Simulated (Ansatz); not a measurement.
We consider Tl₂O (model structure, P-3m1, No. 164, 3 atoms in the cell), described by PBEsol in Ansatz (plane waves, PAW).

The input as run:

Ansatz 0.2 input:
```yaml
crystal:
  lattice:
    - [3.5403726629, 0.0, 0.0]
    - [-1.7701863314, 3.0660526649, 0.0]
    - [0.0, 0.0, 6.3672990594]
  atoms:
    - { symbol: Tl, position: [0.3333333333, 0.6666666667, 0.2631479723] }
    - { symbol: O, position: [0.0, 0.0, 0.5] }
    - { symbol: Tl, position: [0.6666666667, 0.3333333333, 0.7368520277] }
basis:
  ecutwfc: 520
  ecutrho_ratio: 4
  xc_grid: 2
kpoints:
  mp_grid: { grid: [12, 12, 6] }
hamiltonian:
  xc: pbesol
  dispersion: none
  pseudopotentials: { kind: paw }
scf:
  occupations: { method: fermi_dirac, width: 0.01 }
output:
  forces: true
  stress: true
  eigenvalues: true
relax:
  f_tol: 0.004
  escape_saddle: false
  max_steps: 80
  cell: { stress_tol: 0.02, fix: [volume] }
```

Output (set-up and result lines):

```
Relaxation: its limit of steps is 80 (relax.max_steps)
Crystal: 3 atoms, lattice volume = 69.117 Å³
Basis set: ecut = 520 eV, 1907 PW (Γ), exchange–correlation on 54×54×96 points (8 copies of the dense FFT grid, shifted against one another)
Bands: 20, of which v1, the nominal top of the filled ones, is band 16 counted from 1 (15 counted from 0)
Symmetry: 12 space group operations
Space group: P-3m1 (ITA 164), of the structure as read, at distance tolerance 4.1e-5 Å
k-points: 100 of 864
Functional: x = pbesol(κ = 0.804, μ = 0.12345679012345678), c = pbesol(β = 0.046)
SCF iter   1: F=—  HF=-23151.327291 eV  |F-HF|=—  |Δ(HF+E_count)|=         —  Δρ=1.11e-2  dr2=7.78e-2
SCF iter   2: F=—  HF=-23151.319361 eV  |F-HF|=—  |Δ(HF+E_count)|=   7.93e-3  Δρ=6.15e-3  dr2=3.01e-2
  ...
SCF 1 converged in 7 iterations: F = -23151.314432 eV  dr2 = 5.97e-8
Crystal: 3 atoms, lattice volume = 69.117 Å³
Initial density: handed on by an earlier stage of this run
SCF 2 converged in 6 iterations: F = -23151.302077 eV  dr2 = 2.94e-7
Crystal: 3 atoms, lattice volume = 69.117 Å³
SCF 3 converged in 10 iterations: F = -23151.316713 eV  dr2 = 7.74e-13
Crystal: 3 atoms, lattice volume = 69.117 Å³
SCF 4 converged in 5 iterations: F = -23151.316831 eV  dr2 = 5.31e-9
Crystal: 3 atoms, lattice volume = 69.117 Å³
SCF 5 converged in 5 iterations: F = -23151.316896 eV  dr2 = 4.62e-9
Crystal: 3 atoms, lattice volume = 69.117 Å³
SCF iter   5: F=—  HF=-23151.316895 eV  |F-HF|=—  |Δ(HF+E_count)|=   2.08e-9  Δρ=2.55e-7  dr2=2.89e-11
SCF iter   6: F=-23151.316895 eV  HF=-23151.316895 eV  |F-HF|=3.64e-12  |Δ(HF+E_count)|=  1.31e-10  Δρ=8.82e-8  dr2=4.05e-12
SCF 6 converged in 6 iterations: F = -23151.316895 eV  dr2 = 4.05e-12
SCF converged after 6 iterations
Free energy (F): -23151.316895 eV
Internal energy: -23151.316895 eV  (E = F + TS)
E sigma→0 (E₀):  -23151.316895 eV
Fermi energy:    8.259308 eV
--- Stress (GPa, compression-positive) ---
       -0.425993       0.000000      -0.000000
        0.000000      -0.425993       0.000000
       -0.000000       0.000000      -0.415113
  P = ⅓ Tr σ = -0.4224 GPa (-4.224 kbar)
```

The cell is one volume of an energy–volume scan, off the minimum.

The PAW data were made under PBE.

Note: the relaxation could raise the start's symmetry but not lower it, so the cell can be a saddle point. Note: the cell has widely spaced layers and the level no dispersion term, so their spacing and the moduli can rest on weak binding.

Cost on a shared machine: very roughly 30 core-seconds.

A model structure was made by putting elements into a prototype or built by hand; it is no filed structure, need not be a known phase, and can be a saddle point held by its symmetry.

Ansatz is a quantum-chemistry and plane-wave program.
